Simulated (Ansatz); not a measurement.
Base system: HfO2 (space group P2_1/c, No. 14).

```yaml
crystal:
  lattice:
    - [5.11406, 0.00000, 0.00000]
    - [0.00000, 5.18158, 0.00000]
    - [-0.87114, 0.00000, 5.22313]
  atoms:
    - { symbol: Hf, position: [0.27621, 0.04185, 0.20822] }
    - { symbol: Hf, position: [0.72379, 0.54185, 0.29178] }
    - { symbol: Hf, position: [0.72379, 0.95815, 0.79178] }
    - { symbol: Hf, position: [0.27621, 0.45815, 0.70822] }
    - { symbol: O, position: [0.07006, 0.33377, 0.34402] }
    - { symbol: O, position: [0.92994, 0.83377, 0.15598] }
    - { symbol: O, position: [0.92994, 0.66623, 0.65598] }
    - { symbol: O, position: [0.07006, 0.16623, 0.84402] }
    - { symbol: O, position: [0.44796, 0.75767, 0.47851] }
    - { symbol: O, position: [0.55204, 0.25767, 0.02149] }
    - { symbol: O, position: [0.55204, 0.24233, 0.52149] }
    - { symbol: O, position: [0.44796, 0.74233, 0.97851] }
```

Cartesian axes are those of the cell as printed.

Computed with DFT with r2SCAN, PAW potentials and a 500 eV plane-wave cutoff in Ansatz (an electronic-structure program), scalar-relativistic without spin-orbit coupling.

For the base:

```
Item                       Result
---------------  ----------------
Volume per atom          11.53 Å³
Gap character    indirect, Γ → Y₂
Band gap                  4.59 eV
```

Modification: compressive biaxial strain of 0.47 % in the plane normal to [001], as in epitaxy on a mismatched substrate; the out-of-plane cell vector and the atoms relax.

Problem. What does the calculation give for the energy relative to the base after the change?

Solution. The energy goes up by 0.7 meV/atom.

Problem. What happens to the volume per atom?

Solution. The volume per atom decreases by 0.055 Å³, from 11.53 Å³ to 11.48 Å³.

Problem. How does this affect the in-plane stress?

Solution. The mean in-plane stress (compression positive) is +2.1 GPa.

Problem. How does this affect the gap character?

Solution. The gap character is still indirect, Γ → Y₂.

Problem. What does the calculation give for the band gap after the change?

Solution. The band gap increases by 0.02 eV to 4.61 eV.

Spin-orbit coupling, missing from the scalar runs, can matter with Hf. No phonon test of stability was made.
